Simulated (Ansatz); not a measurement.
Levels about the gap of amorphous Hf18O39Sc2 (59 atoms in a cell of 742 Å³, 8.79 g/cm³; zone centre alone, so wide bands show as single levels with stretches between that a denser mesh fills), at the geometry that PBE relaxed, where it gives 0.0 GPa on a denser mesh. The participation number counts the atoms over which a state spreads; weights are charges in smoothed Voronoi cells. The levels come from a single point, so bond lengths are those of that geometry. Method of the levels: PBE, scalar-relativistic without spin-orbit coupling (Ansatz, a program for electronic structure). Sampling: the zone centre alone; Fermi-Dirac width 0.02 eV; no spin polarisation. At PBE the levels at the filled edge of the gap are localised (band-tail or defect states).

It comes from a melt-quench run on a machine-learned potential (CHGNet), relaxed afterwards by DFT. O atoms were pushed apart under 1.9 Å during the dynamics, to hinder bonds among them. The hot cell started wider than the set density and was brought back towards it in steps. It is the lowest in DFT energy of 2 quenches. It is a model cell: composition and starting density were chosen by hand, and all elements were melted together. No dispersion term was used. Its density started from a set value of 8.55 and ended at 8.79 g/cm³. The simulated quench (nominally 450 K/ps over its main leg) is rapid and tends to freeze in more defects than a deposited or slowly cooled glass has. One small periodic cell is one sample of the glass; other quenches scatter about these values. Volume and shape were free in the relaxation. On a 2×2×2 Γ-centred mesh force components of up to 0.13 eV/Å stay, since the relaxation ran on the zone centre alone.

```csv
"E - E(highest filled), eV",filling,participation number,largest on,weight O,weight Hf,weight Sc
-0.40,filled,14.3,"O, 2 neighbours",0.94,0.06,0.00
-0.35,filled,19.1,"O, 2 neighbours",0.94,0.05,0.01
-0.31,filled,19.1,"O, 3 neighbours",0.93,0.06,0.01
-0.29,filled,15.2,"O, 3 neighbours",0.93,0.06,0.00
-0.22,filled,20.6,"O, 3 neighbours",0.95,0.05,0.00
-0.16,filled,6.1,"O, 3 neighbours",0.94,0.05,0.00
0.00,filled,3.4,"O, 2 neighbours",0.94,0.05,0.01
3.59,empty,19.5,"Sc, 6 neighbours",0.42,0.36,0.21
3.77,empty,16.2,"Sc, 6 neighbours",0.34,0.38,0.28
3.80,empty,21.7,"Hf, 7 neighbours",0.41,0.46,0.13
3.92,empty,13.3,"Sc, 5 neighbours",0.35,0.38,0.27
4.04,empty,19.3,"Sc, 5 neighbours",0.34,0.40,0.26
4.08,empty,14.4,"Sc, 6 neighbours",0.33,0.40,0.27
4.13,empty,22.3,"Sc, 5 neighbours",0.34,0.48,0.18
```

Most localised among these is the filled level at +0.00 eV, on a O atom, which has 2 neighbours (Hf 1.99 Å, Hf 2.04 Å).
